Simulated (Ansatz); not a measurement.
## GaN (model structure, started from the BeO type, P4₂/mnm, No. 136, 8 atoms in the cell): lattice parameter a by level of theory

No measured value is used here.

| level (code) | value (Å) |
|---|---|
| LDA (Ansatz) | [?] |
| PBE (Ansatz) | 5.535 |
| PBEsol (Ansatz) | 5.470 |
| PBE-D3(BJ) (Ansatz) | [?] |
| r²SCAN (Ansatz) | 5.468 |
| r²SCAN+rVV10 (Ansatz) | 5.454 |

Problem. Fill in the missing entries.

Solution. 
- LDA (Ansatz, a first-principles code), value (Å): 5.417
- PBE-D3(BJ) (Ansatz), value (Å): 5.492

Cutoffs differ between the levels. Ansatz's density-functional and Hartree–Fock values are scalar-relativistic unless marked +SOC, with PAW data made under PBE.

A model structure was made by putting elements into a prototype or built by hand; it is no filed structure, need not be a known phase, and can be a saddle point held by its symmetry.
